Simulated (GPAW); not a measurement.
Input and output of a self-consistent single point for GaSb (F-43m, 2 atoms in the cell) (GPAW).

Computed with PBE, GPAW PAW datasets PBE (gpaw-data 1.0.1) (plane waves; GPAW).

The change in words: lattice scaled by 0.98. Reference geometry:
```yaml
crystal:
  lattice:
    - [0.00000, 3.05000, 3.05000]
    - [3.05000, 0.00000, 3.05000]
    - [3.05000, 3.05000, 0.00000]
  atoms:
    - { symbol: Ga, position: [0.00000, 0.00000, 0.00000] }
    - { symbol: Sb, position: [0.25000, 0.25000, 0.25000] }
```

Reference input (self-consistent single point, DFT PBE, plane waves, GPAW PAW datasets PBE (gpaw-data 1.0.1)): mode = pw; ecut = 600 eV; xc = PBE; kpts = 8 8 8; mesh shift (steps) = 0 0 0; occupations.name = fermi-dirac; occupations.width = 0.01 eV; nbands = -6; convergence.density = 1e-05 e/electron; convergence.bands = -4; symmetry.symmorphic = false; symmetry.tolerance = 0.0005. This run's input differs from it in these lines:

```diff
@@ -5,7 +5,7 @@
 atoms = Atoms(['Ga', 'Sb'],
-              cell=[[0.000000, 3.050000, 3.050000],
-                    [3.050000, 0.000000, 3.050000],
-                    [3.050000, 3.050000, 0.000000]],
+              cell=[[0.000000, 2.989000, 2.989000],
+                    [2.989000, 0.000000, 2.989000],
+                    [2.989000, 2.989000, 0.000000]],
               positions=[[0.000000, 0.000000, 0.000000],
-                         [1.525000, 1.525000, 1.525000]],
+                         [1.494500, 1.494500, 1.494500]],
               pbc=True)
```

Output (repeated stretches shortened):

```
     iter     time        total  log10-change:
                         energy   eigst   dens
iter:   1 --:--:--    -7.518219   +1.13
iter:   2 --:--:--    -7.551344   +0.28  -1.27
iter:   3 --:--:--    -7.535686   -1.08  -1.29
iter:   4 --:--:--    -7.542261   -1.91  -1.75
iter:   5 --:--:--    -7.539706c  -2.78  -2.08
iter:   6 --:--:--    -7.538662c  -3.47  -2.28
iter:   7 --:--:--    -7.538350c  -4.80  -2.68
iter:   8 --:--:--    -7.538355c  -5.23  -3.02
iter:   9 --:--:--    -7.538355c  -6.45  -3.74
iter:  10 --:--:--    -7.538359c  -6.18  -3.70
iter:  11 --:--:--    -7.538359c  -7.35  -3.79
iter:  12 --:--:--    -7.538360c  -7.34  -3.79
iter:  13 --:--:--    -7.538360c  -8.22c -3.81
iter:  14 --:--:--    -7.538358c  -5.81  -3.79
iter:  15 --:--:--    -7.538358c  -6.91  -4.36
iter:  16 --:--:--    -7.538358c  -8.00c -4.60
iter:  17 --:--:--    -7.538357c  -8.78c -4.65
iter:  18 --:--:--    -7.538357c  -7.68c -4.68
iter:  19 --:--:--    -7.538357c  -8.65c -5.16c
Converged after 19 iterations.

Dipole moment: (-4.676801, -4.676801, -4.676801) |e|*Ang

Energy contributions relative to reference atoms: (reference = -229166.229777)

Kinetic:        +20.133870
Potential:      -17.254313
External:        +0.000000
XC:             -10.606436
Entropy (-ST):   -0.000000
Local:           +0.188521
SIC:             +0.000000
--------------------------
Free energy:     -7.538357
Extrapolated:    -7.538357

Showing only first 2 kpts
 Kpt  Band  Eigenvalues  Occupancy
  0     7      5.61902    2.00000
  0     8      5.61902    2.00000
  0     9      6.22704    0.00000
  0    10      8.41942    0.00000

  1     7      4.85894    2.00000
  1     8      4.85894    2.00000
  1     9      7.50371    0.00000
  1    10      8.29766    0.00000

Fermi level: 5.92961

Gap: 0.601 eV
Transition (v -> c):
   [... lines left out ...]
Direct/indirect transitions are different
Direct gap: 0.608 eV
Transition at: (s=0, k=0, n=8, [0.00, 0.00, 0.00])
Energy (eV): -7.538357

Forces in eV/Ang:
  0 Ga    0.00000   -0.00000    0.00000
  1 Sb    0.00000   -0.00000    0.00000

Stress tensor:
    -0.043389    -0.000000    -0.000000
    -0.000000    -0.043389     0.000000
    -0.000000     0.000000    -0.043389
Stress (GPa, Voigt): [-6.9517 -6.9517 -6.9517  0.     -0.     -0.    ]
```

The run converged in 19 iterations. GPAW prints stress with tension positive. Against the reference run the free energy rises by 49.9 meV/atom, the pressure goes from 2.82 to 6.95 GPa and the gap on the mesh goes from 0.155 to 0.601 eV.

The starting cell has typed, rounded lattice constants, without a prior relaxation at this level. For this run, on top of that: lattice scaled by 0.98. Spin-orbit coupling is off. With a pressure of about 7 GPa the cell is away from its equilibrium volume at this level.
